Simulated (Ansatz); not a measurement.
Ansatz (an electronic-structure program) is run on Cs (Pm-3n, 8 atoms in the cell), and the run fails. The aim is a self-consistent single point with DFT, PBEsol, plane waves, default PAW files made with PBE.

Cell that was meant: a = 9.4305 Å, b = 9.4305 Å, c = 9.4305 Å, α = 90.00°, β = 90.00°, γ = 90.00°.

Part of the input:

Ansatz 0.2 input:
```yaml
kpoints:
  mp_grid: { grid: [3, 3, 3] }
hamiltonian:
  xc: PBE96
  pseudopotentials: { kind: paw }
scf:
  occupations: { method: methfessel_paxton, width: 0.272 }
```

Output, abridged:

```
Error: YAML parse error: error: line 18 column 7: hamiltonian.xc: unknown variant `PBE96`, expected one of `lda`, `lda-pw`, `pw92`, `pbe`, `pbesol`, `rpbe`, `revpbe`, `blyp`, `pbe0`, `revpbe0`, `b3lyp`, `b3lyp5`, `hse06`, `wpbeh`, `hiss`, `lc_wpbe`, `cam_b3lyp`, `hf`, `r2scan`, `r2scanh`, `r2scan0`, `r2scan50`, `mr2scan`
  --> <input>:18:7
   |
16 |   mp_grid: { grid: [3, 3, 3] }
17 | hamiltonian:
18 |   xc: PBE96
   |       ^ hamiltonian.xc: unknown variant `PBE96`, expected one of `lda`, `lda-pw`, `pw92`, `pbe`, `pbesol`, `rpbe`, `revpbe`, `blyp`, `pbe0`, `revpbe0`, [...]
19 |   pseudopotentials: { kind: paw }
20 | scf:
   |
```

Question: Read the log: what does the program object to, and what is the fix?

Answer: The fault is a value that the program does not know. The key takes a closed list of words, and names differ between codes. To fix it, use one of the words that the key accepts. The program stopped before any SCF iteration.

The sound input it was made from differs as follows (other fixes are possible):
```diff
-  xc: PBE96
+  xc: pbesol
```

With that input, the run converged in 7 iterations: free energy E − TS (on the zero of these files) -44686.2646 eV; Fermi level (on the code's own zero) 2.59 eV; pressure 0.10 GPa (DFT, PBEsol, plane waves, default PAW files made with PBE).

On the sound input: the starting cell was generated: these elements placed on a structure prototype, without a prior relaxation; it need not be a known phase or ordering of this composition. Its lattice was rescaled by a random factor within 2.5 % of one. Ansatz's pressure includes its estimate of the finite-basis (Pulay) stress.
